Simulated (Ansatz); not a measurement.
For rock-salt ZrN, PBEsol (Ansatz, an electronic-structure program, PAW) gives:

```
Item                        Result
-------------------------  -------
lattice constant a         4.552 Å
bulk modulus B0            269 GPa
elastic constant C11       583 GPa
elastic constant C44       123 GPa
polycrystal shear modulus  160 GPa
```

What does HSE06 (Ansatz, PAW) give for the same quantities?


- lattice constant a: 4.562 Å (grows by 0.2 %)
- bulk modulus: 273 GPa (rises by 1.5 %)
- elastic constant C11: 586 GPa (increases by 0.5 %)
- elastic constant C44: 143 GPa (increases by 16 %)
- Voigt–Reuss–Hill shear modulus: 174 GPa (goes up by 8.8 %)

For comparison: lattice constant a 4.575 Å (measured, temperature not stated, not corrected to a static lattice, relaxed epitaxial film; as tabulated in Mei et al., J. Vac. Sci. Technol. A 31, 061516 (2013)); bulk modulus 248 GPa (measured, room temperature, not corrected to a static lattice, our sources range from 215 to 248; as tabulated in Synthesis of Binary Transition Metal Nitrides, Carbides and Borides from the …); elastic constant C11 471 GPa (measured, temperature not stated, not corrected to a static lattice; as tabulated in Wu et al. (2005), arXiv:cond-mat/0412374); elastic constant C44 138 GPa (measured, temperature not stated, not corrected to a static lattice; as tabulated in Wu et al. (2005), arXiv:cond-mat/0412374).

Changes are worked out from the printed values.

Unless a cell is named, each level is at its own relaxed cell (PBEsol 11.79, HSE06 11.87 Å³/atom).

Caveats: hybrids on metals are sensitive to the k mesh (HSE06). Ansatz's density-functional and Hartree–Fock values are scalar-relativistic unless marked +SOC, with PAW data made under PBE.
